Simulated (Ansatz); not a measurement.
# How the elastic constant C11 of fluorite HfO2 (high-temperature phase) moves with the method

No measured value is used here.

| level (code) | value (GPa) | cell (Å³/atom) |
|---|---|---|
| LDA+SOC (Ansatz) | 608 | 10.41 |
| PBE (Ansatz) | ? | 11.04 |
| r²SCANh (Ansatz) | 613 | 10.73 |

Question: Fill in the missing entries.

Answer: 
- PBE (Ansatz, a quantum-chemistry and plane-wave program), value (GPa): 547

Density-functional levels without +SOC have no spin–orbit coupling. LDA+SOC, PBE, r²SCANh: symmetry holds this phase in the static calculation, where it need not be a minimum. Each level is taken at its own relaxed cell. Cutoffs differ between the levels. Ansatz's density-functional and Hartree–Fock values are scalar-relativistic unless marked +SOC, with PAW data made under PBE.
